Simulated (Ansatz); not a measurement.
A computed series for GaIr: response to strain

Take GaIr in the CsCl type structure (space group Pm-3m, No. 221; a = 3.0200 Å; relaxed with 0.1 eV smearing) as the base. Axes: x, y, z lie along the cube axes.

Strains are applied to the cell and any free atomic positions relax; under biaxial strain the out-of-plane vector relaxes too.

The values are results of Kohn–Sham DFT with the PBEsol functional, run in Ansatz (a program for electronic structure) with PAW and 420 eV plane waves, no spin-orbit coupling, not measurements.

Notes on the quantities. energy relative to the base: free energy F; pressure: mean of the normal stresses, compression positive.

```json
[
 {"variant": "base", "energy relative to the base": "0 meV/atom", "pressure": "0.0 GPa", "space group": "Pm-3m (No. 221)", "shortest interatomic distance": "2.615 Å"},
 {"variant": "biaxial strain −0.84 %, plane normal [001], relaxed out of plane", "energy relative to the base": "+0.4 meV/atom", "pressure": "0.1 GPa", "space group": "P4/mmm (No. 123)", "shortest interatomic distance": "2.615 Å"},
 {"variant": "biaxial strain −1.46 %, plane normal [110], relaxed out of plane", "energy relative to the base": "+5.7 meV/atom", "pressure": "3.2 GPa", "space group": "Cmmm (No. 65)", "shortest interatomic distance": "2.577 Å"},
 {"variant": "biaxial strain −1.75 %, plane normal [111], relaxed out of plane", "energy relative to the base": "+8.3 meV/atom", "pressure": "3.7 GPa", "space group": "R-3m (No. 166)", "shortest interatomic distance": "2.582 Å"},
 {"variant": "biaxial strain +4.62 %, plane normal [111], relaxed out of plane", "energy relative to the base": "+58 meV/atom", "pressure": "-9.4 GPa", "space group": "R-3m (No. 166)", "shortest interatomic distance": "2.521 Å"},
 {"variant": "isotropic strain −2.93 %", "energy relative to the base": "+91 meV/atom", "pressure": "27.0 GPa", "space group": "Pm-3m (No. 221)", "shortest interatomic distance": "2.539 Å"},
 {"variant": "isotropic strain −1.95 %", "energy relative to the base": "+39 meV/atom", "pressure": "16.6 GPa", "space group": "Pm-3m (No. 221)", "shortest interatomic distance": "2.564 Å"}
]
```

Stability against distortions was not tested. All final runs are without spin polarisation.
